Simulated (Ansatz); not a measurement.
**Effect of pressure −2 GPa on MgS**

Base system: MgS in the rock salt structure (space group Fm-3m, No. 225; a = 5.129 Å).

Now apply this change: hydrostatic tension (pressure −2 GPa).

Calculations: Ansatz (an electronic-structure program) LDA, no spin-orbit coupling. Γ-centred 11×11×11 mesh, Fermi–Dirac width 0.05 eV.

```csv
quantity,base,changed,shift
volume per atom,16.87 Å³,17.30 Å³,+0.43 Å³
density,2.77 g/cm³,2.71 g/cm³,-0.069 g/cm³
lattice parameter a,5.129 Å,5.172 Å,+0.043 Å
shortest interatomic distance,2.565 Å,2.586 Å,+0.0216 Å
enthalpy H = E + PV relative to the base's energy,–,-0.21 eV/atom,–
band gap,2.65 eV,2.60 eV,-0.05 eV
gap character,"indirect, Γ → X","indirect, Γ → X",–
smallest direct gap,3.83 eV,3.62 eV,-0.204 eV
mean gap deformation potential ΔEg/Δln V,–,-2.0 eV,–
electron mass,"0.53 mₑ along k, 0.28 mₑ across (at X)","0.53 mₑ along k, 0.28 mₑ across (at X)",–
"hole mass (degenerate bands, along [100])","0.25, 0.89, 0.89 mₑ (at Γ)","0.24, 0.91, 0.91 mₑ (at Γ)",–
"valley order (the lowest conduction-band minima on the path, energy above the VBM, named in the base's zone)",X along ⟨100⟩ 2.65 eV; Γ 3.83 eV,X along ⟨100⟩ 2.60 eV; Γ 3.62 eV,–
```

Load acts through the strain it causes; cell and atoms are relaxed under it. Effective masses come from finite differences of ±0.01 Å⁻¹. Along k means along the line from Γ to the band edge. No phonon test of stability was made.
